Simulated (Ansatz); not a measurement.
# NbAs in the CsCl type structure (space group Pm-3m, No. 221; a hypothetical phase, not in the database extracts checked)

```
CELL_PARAMETERS angstrom
      3.18021     0.00000     0.00000
      0.00000     3.18021     0.00000
      0.00000     0.00000     3.18021
ATOMIC_POSITIONS crystal
  Nb 0.00000 0.00000 0.00000
  As 0.50000 0.50000 0.50000
```

Calculations: PBEsol (Ansatz, a program for electronic structure; PAW; 420 eV plane waves; no spin-orbit coupling). Γ-centred 15×15×15 mesh, Fermi–Dirac width 0.05 eV.

The volume per atom comes out as 16.08 Å³ and the density is 8.66 g/cm³. The band gap is zero and the total energy is -4654.750 eV/atom (σ→0; compares only within this code and set-up).

Stability against distortions was not tested. All final runs are without spin polarisation.
